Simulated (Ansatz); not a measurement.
**GaN under a change: biaxial strain −0.60 %, plane normal [001], relaxed out of plane**

Start from GaN in the wurtzite structure (space group P6_3mc, No. 186; a = 3.218 Å, c = 5.243 Å). Axes: x lies along a and z along c of the hexagonal cell.

Perturbation: biaxial strain −0.60 %, plane normal [001], relaxed out of plane (Cartesian); in-plane vectors clamped, the third vector and the atoms free.

Level of theory: PBE (Ansatz, an electronic-structure program; PAW; 420 eV plane waves; scalar-relativistic without spin-orbit coupling). Settings: 12×12×6 k-points, 0.05 eV Fermi–Dirac smearing.

| quantity | base | changed | shift |
|---|---|---|---|
| space group | P6_3mc (No. 186) | P6_3mc (No. 186) | – |
| shortest interatomic distance | 1.967 Å | 1.960 Å | -0.0075 Å |
| band gap | 1.71 eV | 1.74 eV | +0.03 eV |
| gap character | direct at Γ | direct at Γ | – |
| electron mass | 0.14 mₑ along c, 0.16 mₑ across (at Γ) | 0.15 mₑ out of plane, 0.16 mₑ in plane (at Γ) | – |
| valence-band top at Γ (three highest levels, from the VBM) | 0.00, 0.00, -0.04 eV | 0.00, 0.00, -0.09 eV | – |
| out-of-plane strain | – | +0.27 % | – |
| mean in-plane stress (compression positive) | – | +2.5 GPa | – |

Effective masses come from finite differences of ±0.01 Å⁻¹. Stability against distortions was not tested.
